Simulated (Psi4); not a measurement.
Psi4 1.11, TPSS/def2-tzvp: Au(F)(CNMe) (C[N+]#[C-]->[Au][F]), 8 atoms. The geometry is a generated start, not checked to be a minimum at this level.

```yaml
task: energy
method: tpss
basis: def2-tzvp
memory: 3 GB
maxiter: 100
keys_of_the_molecule_block: symmetry c1
scf_type: df (default)
guess: auto, which took SAD (default)
scf_initial_accelerator: adiis (default)
e_convergence: 1e-06 (default)
d_convergence: 1e-06 (default)
dft_radial_points: 75 (default)
dft_spherical_points: 302 (default)
effective_core_potentials: those of the basis set, past Kr
basis_functions: 182
grid_points: 173744
```

```xyz
8

Au    -0.8113     1.7618    -1.8614
F     -1.3953     3.0049    -3.1552
C      0.5097    -1.1048     1.1664
N      0.0979    -0.1952     0.2007
C     -0.2529     0.5605    -0.6063
H      0.4473    -0.6404     2.1520
H      1.5407    -1.4026     0.9680
H     -0.1362    -1.9841     1.1358
```

Charge 0 and multiplicity 1 are set for this test and not shown to be the ground state.

One run each on 2 threads. Values of diis_max_vecs tried: 3, 6, 10 (default), 20.

Predict the course of the SCF iterations along this series.

Fewest SCF iterations, within one of each other: 6 with 11, 10 (default) with 11, 20 with 11. The count rises to 32 at 3. All converge to one solution.

| diis_max_vecs | SCF iterations | end |
|---|---|---|
| 3 | 32 | same solution |
| 6 | 11 | same solution |
| 10 (default) | 11 | same solution |
| 20 | 11 | same solution |
